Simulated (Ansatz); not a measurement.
## InP (model structure, P3m1, No. 156, 20 atoms in the cell): lattice parameter a by level of theory

No measured value is used here.

```json
[
 {"level (code)": "LDA (Ansatz)", "value (Å)": "4.116"},
 {"level (code)": "PBEsol (Ansatz)", "value (Å)": "4.153"},
 {"level (code)": "r²SCAN+rVV10 (Ansatz)", "value (Å)": "4.159"}
]
```

Cutoffs differ between the levels. Ansatz's density-functional and Hartree–Fock values are scalar-relativistic unless marked +SOC, with PAW data made under PBE.

A model structure was made by putting elements into a prototype or built by hand; it is no filed structure, need not be a known phase, and can be a saddle point held by its symmetry.

Ansatz is a first-principles code.
